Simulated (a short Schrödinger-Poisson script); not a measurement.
Stack: gated Al0.25Ga0.75As/GaAs δ-doped gas, at 20 K.

```tsv
layer	material	thickness (nm)	Na (cm⁻³)
1	Al0.25Ga0.75As	8	-
2	Al0.25Ga0.75As	3	-
3	GaAs	6000	8e14
```

Constants are typed, rounded textbook-type inputs, not results; the design itself was drawn at random and stands for no fabricated device. Al0.25Ga0.75As: permittivity 12.19, conduction-band edge (eV) 0.198, gap (eV) 1.736, electron mass (mₑ) 0.0878, Nv at 300 K (cm⁻³) 9e18. GaAs: permittivity 12.9, conduction-band edge (eV) 0, gap (eV) 1.424, Nv at 300 K (cm⁻³) 9e18.

Channel valleys (confinement mass, in-plane density-of-states mass, number): Γ 0.067, 0.067, 1. At the gate the conduction-band edge of layer 1 lies 0.95 eV − eVg above the Fermi level of the channel; the field vanishes at the back. Sheet of ionised δ-doping: +2.7e12 e/cm² at 8 nm from the gate. The barrier under the gate holds no holes. Gaps are held at their typed values at every temperature. Mesh 0.08 nm at interfaces.

From a short Schrödinger-Poisson script (our own, NumPy): 1D Poisson equation in equilibrium, electrons quantum, Hartree plus LDA exchange-correlation (BenDaniel-Duke, 40 states a valley, the channel's in-plane mass for all, wave functions free to enter the barrier), parabolic valleys, classical holes, full ionisation, no traps, pinning or gate leakage.

Q: List the lowest subbands of each valley and their electrons at Vg = 0.5 V.

A: 
| valley | subband | energy from the Fermi level (meV) | electrons (cm⁻²) | share (%) |
|---|---|---|---|---|
| Γ | 0 | -3.4 | 1.02e11 | 100.0 |
| Γ | 1 | 21.4 | < 1e6 | 0.0 |
| Γ | 2 | 40.2 | < 1e6 | 0.0 |

All electrons: 1.02e11 cm⁻².
